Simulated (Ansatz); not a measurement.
BeTi₃ (model structure, started from the Cu3Au type, Pm-3m, No. 221, 4 atoms in the cell) was calculated with r²SCAN (Ansatz, a quantum-chemistry and plane-wave program, PAW).

Input file:

Ansatz 0.2 input:
```yaml
crystal:
  lattice:
    - [3.8757607014, 0.0, 0.0]
    - [0.0, 3.8757607014, 0.0]
    - [0.0, 0.0, 3.8757607014]
  atoms:
    - { symbol: Ti, position: [0.0, 0.5, 0.5] }
    - { symbol: Ti, position: [0.5, 0.5, 0.0] }
    - { symbol: Ti, position: [0.5, 0.0, 0.5] }
    - { symbol: Be, position: [0.0, 0.0, 0.0] }
basis:
  ecutwfc: 560
  ecutrho_ratio: 4
  xc_grid: 3
kpoints:
  mp_grid: { grid: [14, 14, 14] }
hamiltonian:
  xc: r2scan
  dispersion: none
  pseudopotentials: { kind: paw }
scf:
  occupations: { method: fermi_dirac, width: 0.05 }
output:
  forces: true
  stress: true
  eigenvalues: true
relax:
  f_tol: 0.004
  escape_saddle: false
  max_steps: 80
```

Output (set-up and result lines):

```
WARN output.stress: scf.convergence.dr2_threshold = 1e-7 eV (the SCF's general default) is looser than the 4e-10 eV advised for a printed stress (1e-10 eV for …
Relaxation: its limit of steps is 80 (relax.max_steps)
Crystal: 4 atoms, lattice volume = 58.220 Å³
Basis set: ecut = 560 eV, 1743 PW (Γ), exchange–correlation on 90×90×90 points (27 copies of the dense FFT grid, shifted against one another)
Bands: 23, of which v1, the nominal top of the filled ones, is band 19 counted from 1 (18 counted from 0)
Symmetry: 48 space group operations
Space group: Pm-3m (ITA 221), of the structure as read, at distance tolerance 3.9e-5 Å
k-points: 120 of 2744
Functional: x = r2scan, c = r2scan; τ floored in thin density (d = 2e-4 eV/Å³)
SCF iter   1: F=—  HF=-7606.418268 eV  |F-HF|=—  |Δ(HF+E_count)|=         —  Δρ=1.48e-2  dr2=1.38e-1  dr2_τ=5.28e-2
SCF iter   2: F=—  HF=-7606.492159 eV  |F-HF|=—  |Δ(HF+E_count)|=   7.39e-2  Δρ=4.37e-3  dr2=1.52e-2  dr2_τ=1.24e-3
  ...
SCF 1 converged in 6 iterations: F = -7606.491773 eV  dr2 = 8.39e-8
relax step   1: F+E_penalty+E_count = -7606.49177303 eV  Δ(F+E_penalty+E_count) = +0.000e0 eV  max|allowed force component| = 1.302e-28 eV/Å  Δτ_max = 0.0000 Å  (6 SCF iters, accepted)
Crystal: 4 atoms, lattice volume = 58.220 Å³
Initial density: handed on by an earlier stage of this run
SCF iter   1: F=—  HF=-7606.491773 eV  |F-HF|=—  |Δ(HF+E_count)|=         —  Δρ=1.41e-5  dr2=8.39e-8  dr2_τ=6.94e-9
SCF iter   2: F=-7606.491773 eV  HF=-7606.491773 eV  |F-HF|=7.50e-9  |Δ(HF+E_count)|=   6.50e-9  Δρ=6.55e-6  dr2=1.34e-8  dr2_τ=2.15e-9
SCF 2 converged in 2 iterations: F = -7606.491773 eV  dr2 = 1.34e-8
SCF converged after 2 iterations
Free energy (F): -7606.491773 eV
Internal energy: -7606.458881 eV  (E = F + TS)
E sigma→0 (E₀):  -7606.475327 eV
Fermi energy:    12.764834 eV
--- Forces (eV/Å), atoms counted from 1 ---
  atom   1  Ti    -0.00000000     0.00000000     0.00000000
  atom   2  Ti    -0.00000000     0.00000000     0.00000000
  atom   3  Ti    -0.00000000     0.00000000     0.00000000
  atom   4  Be     0.00000000    -0.00000000    -0.00000000
--- Stress (GPa, compression-positive) ---
        2.341963       0.000000       0.000000
       -0.000000       2.341963       0.000000
        0.000000       0.000000       2.341963
  P = ⅓ Tr σ = 2.3420 GPa (23.420 kbar)
```

The cell is one volume of an energy–volume scan, off the minimum.

The PAW data were made under PBE.

Note: the run has no spin polarisation, so it can have missed a magnetic state. Note: the relaxation could raise the start's symmetry but not lower it, so the cell can be a saddle point.

Cost on a shared machine: around 40 core-seconds (rough).

A model structure was made by putting elements into a prototype or built by hand; it is no filed structure, need not be a known phase, and can be a saddle point held by its symmetry.
